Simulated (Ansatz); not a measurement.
BN (Fmm2, No. 42, 2 atoms in the cell; start mp-685145; a measured phase of this formula has another space group) was calculated with LDA (plane waves, PAW; Ansatz, a program for electronic structure).

Numerical settings: plane-wave cutoff 520 eV, 16×16×16 k mesh, Fermi–Dirac smearing 0.01 eV, scalar-relativistic PAW data made under PBE.

Cell (relaxed at this level):

```xyz
2
Lattice="0.0000 3.2795 2.1534 1.2452 0.0000 2.1534 1.2452 3.2795 0.0000" Properties=species:S:1:pos:R:3 pbc="T T T"
B      1.2452     3.2795     0.0006
N      1.2452     3.2795     2.8708
```

Estimate the band gap and direct gap at Γ that the calculation returns.


- band gap: 3.29 eV (on the SCF k mesh)
- direct gap at Γ: 6.30 eV

Note: the relaxation could not lower the start's symmetry, so the cell can be a saddle point above a distorted one.

Static lattice: no zero-point or thermal effects.

It cost roughly 110 core-seconds of CPU time.

A start named mp-… is a Materials Project structure, which need not be a measured phase.
